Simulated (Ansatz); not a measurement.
A computed series for YN: response to strain

Base system: YN in the rock salt structure (space group Fm-3m, No. 225; a = 4.896 Å). Axes: x, y, z lie along the cube axes.

Strains are applied to the cell and any free atomic positions relax; under biaxial strain the out-of-plane vector relaxes too.

The values are results of r2SCAN (Ansatz, a first-principles code), scalar-relativistic without spin-orbit coupling, not measurements.

Notes on the quantities. pressure: mean of the normal stresses, compression positive.

```csv
case,band gap,electron mass,pressure,volume per atom
base,0.58 eV,"1.3 mₑ along k, 0.15 mₑ across (at X)",0.00 GPa,14.67 Å³
"biaxial strain −3.00 %, plane normal [001], relaxed out of plane",0.39 eV,"1.2 mₑ along k, 0.13 mₑ across (at X)",9.19 GPa,14.03 Å³
"biaxial strain −2.50 %, plane normal [001], relaxed out of plane",(withheld),"1.2 mₑ along k, 0.14 mₑ across (at X)",(withheld),(withheld)
"biaxial strain −2.00 %, plane normal [001], relaxed out of plane",0.46 eV,"1.2 mₑ along k, 0.14 mₑ across (at X)",5.74 GPa,14.24 Å³
"biaxial strain −1.50 %, plane normal [001], relaxed out of plane",0.49 eV,"1.2 mₑ along k, 0.14 mₑ across (at X)",4.16 GPa,14.34 Å³
"biaxial strain −1.00 %, plane normal [001], relaxed out of plane",0.52 eV,"1.3 mₑ along k, 0.14 mₑ across (at X)",2.69 GPa,14.45 Å³
"biaxial strain −0.50 %, plane normal [001], relaxed out of plane",0.55 eV,"1.3 mₑ along k, 0.15 mₑ across (at X)",1.30 GPa,14.56 Å³
```

What belongs in the blanks?


- biaxial strain −2.50 %, plane normal [001], relaxed out of plane, band gap: 0.42 eV
- biaxial strain −2.50 %, plane normal [001], relaxed out of plane, pressure: 7.41 GPa
- biaxial strain −2.50 %, plane normal [001], relaxed out of plane, volume per atom: 14.13 Å³

Effective masses come from finite differences of ±0.01 Å⁻¹. Along k means along the line from Γ to the band edge. No phonon test of stability was made.
